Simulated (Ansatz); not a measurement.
Band structure of LaMg₆Ni (Amm2, 8 atoms in the cell).

```
LaMg6Ni
1.0
    4.93483     0.00000     0.00000
    0.00000     2.93229     6.55055
    0.00000    -2.93229     6.55055
La Mg Ni
1 6 1
Direct
  0.50000   0.69733   0.69733
  0.50000   0.69392   0.19270
  0.50000   0.19270   0.69392
  0.00000   0.83389   0.31989
  0.00000   0.31989   0.83389
  0.00000   0.28431   0.28431
  0.00000   0.85909   0.85909
  0.50000   0.11886   0.11886
```

Computed with PBEsol, PAW files made with PBE (plane waves; Ansatz, a program for electronic structure).

Settings: basis.ecutwfc = 420 eV; kpoints.mp_grid.grid = 4 3 3; hamiltonian.xc = pbesol; hamiltonian.pseudopotentials = {kind: paw} (the program's default PAW files); scf.occupations.method = fermi_dirac; scf.occupations.width = 0.1 eV; kpoints.band_path.npoints = 8.

The starting cell comes from a database of computed structures (which also holds hypothetical and non-ambient phases and stackings), without a prior relaxation at this level. Spin polarisation is off.

Levels in eV from the Fermi level, bands 41 to 48:
```json
[
 {"point": "Γ", "41": "-1.00", "42": "-0.91", "43": "-0.83", "44": "-0.37", "45": "-0.29", "46": "0.38", "47": "0.52", "48": "1.63"},
 {"point": "X", "41": "-0.97", "42": "-0.84", "43": "-0.38", "44": "0.25", "45": "0.29", "46": "0.60", "47": "1.16", "48": "1.48"},
 {"point": "S", "41": "-1.15", "42": "-0.59", "43": "-0.41", "44": "0.30", "45": "0.47", "46": "0.80", "47": "1.07", "48": "1.10"},
 {"point": "R", "41": "-1.16", "42": "-1.16", "43": "-0.82", "44": "-0.60", "45": "-0.60", "46": "0.42", "47": "1.22", "48": "1.30"},
 {"point": "A", "41": "-1.21", "42": "-1.14", "43": "-1.09", "44": "-0.38", "45": "0.05", "46": "0.22", "47": "1.28", "48": "1.54"},
 {"point": "Z", "41": "-1.04", "42": "-0.69", "43": "-0.68", "44": "-0.52", "45": "-0.24", "46": "-0.04", "47": "0.18", "48": "0.44"},
 {"point": "Y", "41": "-1.10", "42": "-0.59", "43": "-0.48", "44": "-0.11", "45": "0.47", "46": "0.61", "47": "0.96", "48": "1.38"},
 {"point": "X1", "41": "-0.97", "42": "-0.84", "43": "-0.38", "44": "0.25", "45": "0.29", "46": "0.60", "47": "1.16", "48": "1.48"},
 {"point": "A1", "41": "-1.21", "42": "-1.14", "43": "-1.09", "44": "-0.38", "45": "0.05", "46": "0.22", "47": "1.28", "48": "1.54"},
 {"point": "T", "41": "-1.13", "42": "-0.72", "43": "-0.52", "44": "-0.46", "45": "0.17", "46": "0.67", "47": "0.67", "48": "1.43"}
]
```

Bands cross the Fermi level along this path, so the cell is metallic at this level.

Keys are those of Ansatz 0.2.
